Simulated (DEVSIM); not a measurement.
Device: illuminated Si p-on-n cell, one wavelength, at 250 K.

```csv
layer (left to right),material,thickness (μm),Nd (cm⁻³),Na (cm⁻³),τn (s),τp (s),absorption coefficient (cm⁻¹)
1,Si,0.220,-,1e18,1.3e-5,3.2e-6,370
2,Si,230,5.4e15,-,6.4e-5,6.4e-5,370
```

Left contact: ohmic, minority electron recombination velocity 100 cm/s. Right contact: ohmic, minority hole recombination velocity 80 cm/s. Voltage is applied to the left contact. Recombination: SRH at mid-gap, radiative, Auger. Gap narrowing is on: ΔEg = 6.92 meV × (l + √(l² + 0.5)), l = ln(N/1.3e17 cm⁻³), shared equally by both band edges. Light enters at the left, 2.3e16 photons cm⁻² s⁻¹, one pass, no reflection. Mobility is constant in doping.

Constants are typed, rounded textbook-type inputs, not results; the design itself was drawn at random and stands for no fabricated device. Values at 300 K; Nc and Nv go as T^1.5, mobilities as T to minus their exponent, the gap by Varshni's rule with the affinity fixed.

```
parameter               Si
----------------  --------
gap (eV)             1.124
affinity (eV)         4.05
permittivity          11.7
Nc (cm⁻³)          2.86e19
Nv (cm⁻³)           3.1e19
μn (cm²/Vs)           1417
μp (cm²/Vs)            470
T exponent of μn       2.3
T exponent of μp       2.2
B (cm³/s)          4.7e-15
Cn (cm⁶/s)         2.8e-31
Cp (cm⁶/s)         9.9e-32
Varshni α (eV/K)  0.000473
Varshni β (K)          636
```

Simulated with DEVSIM: 1D drift-diffusion, Boltzmann statistics, complete ionisation; no tunnelling, impact ionisation, image-force lowering or self-heating.

The photon flux was swept, all else fixed.

```json
[
 {"photon flux (cm^-2 s^-1)": "6.9e14", "open-circuit voltage (V)": "0.604", "short-circuit current (mA/cm²)": "0.105", "fill factor": "0.85", "largest power (mW/cm²)": "0.0537"},
 {"photon flux (cm^-2 s^-1)": "2.3e15", "open-circuit voltage (V)": "[?]", "short-circuit current (mA/cm²)": "[?]", "fill factor": "0.85", "largest power (mW/cm²)": "0.188"},
 {"photon flux (cm^-2 s^-1)": "6.9e15", "open-circuit voltage (V)": "0.654", "short-circuit current (mA/cm²)": "1.05", "fill factor": "0.86", "largest power (mW/cm²)": "0.587"},
 {"photon flux (cm^-2 s^-1)": "2.3e16", "open-circuit voltage (V)": "0.680", "short-circuit current (mA/cm²)": "3.49", "fill factor": "0.86", "largest power (mW/cm²)": "2.04"},
 {"photon flux (cm^-2 s^-1)": "6.9e16", "open-circuit voltage (V)": "0.705", "short-circuit current (mA/cm²)": "10.5", "fill factor": "0.86", "largest power (mW/cm²)": "6.36"},
 {"photon flux (cm^-2 s^-1)": "2.3e17", "open-circuit voltage (V)": "0.733", "short-circuit current (mA/cm²)": "34.9", "fill factor": "0.87", "largest power (mW/cm²)": "22.2"},
 {"photon flux (cm^-2 s^-1)": "6.9e17", "open-circuit voltage (V)": "0.762", "short-circuit current (mA/cm²)": "105", "fill factor": "0.86", "largest power (mW/cm²)": "68.9"}
]
```

Problem. What belongs in the gaps?

Solution. 
- 2.3e15, open-circuit voltage (V): 0.630
- 2.3e15, short-circuit current (mA/cm²): 0.349
